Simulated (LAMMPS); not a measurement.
An MD run on a melt made from Cu (fcc), 4000 atoms, at 1770 K and 5 GPa, brought to that temperature within a few picoseconds.

Computed with classical MD, pair style eam, the elements' _smf7.eam files (smf7), run in LAMMPS.

| t (ps) | MSD (Å²) |
|---|---|
| 0.1000 | 0.358 |
| 0.2000 | 0.695 |
| 0.3000 | 1.00 |
| 0.4000 | 1.30 |
| 0.5000 | 1.61 |
| 0.6000 | 1.91 |
| 0.7000 | 2.21 |
| 0.8000 | 2.52 |
| 0.9000 | 2.83 |
| 1.100 | 3.44 |
| 1.300 | 4.06 |
| 1.500 | 4.68 |
| 1.700 | 5.31 |
| 2.000 | 6.25 |
| 2.300 | 7.19 |
| 2.700 | 8.44 |
| 3.200 | 10.0 |
| 3.700 | 11.6 |
| 4.300 | 13.5 |
| 5.000 | 15.7 |
| 5.800 | 18.2 |
| 6.800 | 21.3 |
| 7.900 | 24.8 |
| 9.200 | 28.8 |
| 10.70 | 33.6 |
| 12.50 | 39.3 |
| 14.50 | 45.6 |
| 16.90 | 53.3 |
| 19.60 | 62.1 |
| 22.80 | 72.7 |
| 26.60 | 85.2 |
| 30.90 | 99.2 |
| 36.00 | 115 |

Problem. What do the data give for the state found, the self-diffusion coefficient of Cu (not corrected for cell size)?

Solution. In three dimensions D is one sixth of the slope of the MSD at long times (fitted over 20 to 60 % of the run); 1 Å²/ps is 1e-4 cm²/s. state found: liquid; self-diffusion coefficient of Cu (not corrected for cell size): (5.42 ± 0.07) × 10^-5 cm²/s.

Caution: a run this short can hold a crystal over, or a liquid under, the potential's own melting point, which these runs don't give.
